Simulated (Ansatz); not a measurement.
**SrSi2 (space group I4_1/amd, No. 141)**

SrSi₂ is taken in the tetragonal space group I4₁/amd, origin choice 1 (No. 141), Pearson symbol tI12. Cell: a = b = 4.387 Å, c = 13.733 Å, α = β = γ = 90.00°. Sr on 4b has 12 Si at 3.159–3.312 Å. Si on 8e is surrounded by 1 Si at 2.321 Å and 2 Si at 2.459 Å and 6 Sr at 3.159–3.312 Å. (Neighbours: up to the widest gap in distance over summed covalent radii, below 1.35, at either atom; cation-cation and far metal-metal contacts left out.)
(The calculation used a cell of 6 atoms; values per cell refer to that cell.)

Method: PBEsol (Ansatz, an electronic-structure program), scalar-relativistic without spin-orbit coupling. k-mesh 15×15×15 (Γ-centred); smearing 0.05 eV (Fermi–Dirac).

The volume per atom comes out as 22.03 Å³, the density is 3.61 g/cm³ and the band gap is zero. The total energy is -1578.834 eV/atom (σ→0; compares only within this code and set-up).

Stability against distortions was not tested. The final runs are not spin-polarised.
